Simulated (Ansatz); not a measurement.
**A computed series for KTaO3: response to strain**

Take KTaO3 in the cubic perovskite structure (space group Pm-3m, No. 221; a = 4.024 Å) as the base.

Strains are applied to the cell and any free atomic positions relax.

Method: PBE in Ansatz (plane waves to 420 eV, PAW, without spin-orbit coupling).

Notes on the quantities. energy relative to the base: free energy F.

```csv
case,band gap,volume per atom,smallest direct gap,energy relative to the base
base,2.16 eV,13.04 Å³,2.78 eV,0 meV/atom
isotropic strain +0.60 %,2.12 eV,13.27 Å³,2.75 eV,+2.4 meV/atom
isotropic strain +1.20 %,2.08 eV,13.51 Å³,2.71 eV,+9.5 meV/atom
isotropic strain +1.80 %,2.03 eV,13.75 Å³,2.67 eV,+21 meV/atom
isotropic strain +2.40 %,1.99 eV,14.00 Å³,[?],[?]
isotropic strain +3.00 %,1.95 eV,14.24 Å³,2.58 eV,+56 meV/atom
```

**Question.** What belongs in the blanks?

**Answer.** 
- isotropic strain +2.40 %, smallest direct gap: 2.63 eV
- isotropic strain +2.40 %, energy relative to the base: +37 meV/atom

Spin-orbit coupling, missing from the scalar runs, can matter with Ta. No phonon test of stability was made.

Ansatz is a quantum-chemistry and plane-wave program.
